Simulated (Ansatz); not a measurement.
Migration barriers of interstitials in metallic hosts: PBE bands (Ansatz, an electronic-structure program, plane waves to 420 eV, PAW, climbing-image NEB) beside the CHGNet universal potential on its own band (it has no charge state). Forward barriers of single hops from the lowest site run, static nuclei, no finite-size correction. The rows are a random draw from the bands that converged and passed our checks of state and shape. Saddle orders were checked for a part of the study's bands only and are not shown. Spin-orbit coupling is left out.

```csv
Defect,Route,"Hop (Å), direction in the unit cell","End over start, densest mesh run (eV)",Cell and PBE mesh,CHGNet k-points,PBE (eV)
"interstitial B in bcc W, charge 0",B moves farthest,"1.59 along (0.00, 0.00, -0.50)",0.00,"36 sites, 2×2×3 shifted",none,1.69
"interstitial O in bcc Nb, charge 0",O moves farthest,"1.65 along (0.00, 0.00, -0.50)",0.00,"36 sites, 2×2×3 shifted",none,0.91
"interstitial O in fcc Al, charge 0",O moves farthest,"2.02 along (0.00, 0.00, -0.50)",0.00,"32 sites, 3×3×3 shifted",none,1.00
"interstitial B in hcp Ru, charge 0",B moves farthest,"2.15 along (0.00, 0.00, 0.50)",0.00,"36 sites, 2×2×2 shifted along c",none,1.75
"interstitial B in hcp Ru, charge 0",B moves farthest,"2.72 along (0.00, 1.00, 0.00)",0.00,"36 sites, 2×2×2 shifted along c",none,1.83
"interstitial C in bcc W, charge 0",C moves farthest,"1.59 along (0.00, 0.00, -0.50)",0.00,"36 sites, 2×2×3 shifted",none,1.54
"interstitial C in bcc Mo, charge 0",C moves farthest,"1.58 along (0.00, 0.00, -0.50)",0.00,"36 sites, 2×2×3 shifted",none,1.16
"interstitial Si in hcp Ru, charge 0",Si moves farthest,"2.14 along (0.00, 0.00, 0.50)",0.00,"36 sites, 2×2×2 shifted along c",none,1.36
```

Problem. What does CHGNet give for each row, and how does it differ from PBE over these rows?

Solution. In the order of the rows: 0.95, 0.10, 0.24, 1.50, 0.87, 0.82, 0.71, 1.41 eV. Against PBE it lies higher in 0 of 8 rows and lower in 7 (differences over 0.07 eV). The mean difference is -0.58 eV (median -0.73) and the mean size 0.59 eV; the largest, -0.96 eV, is in row 5.
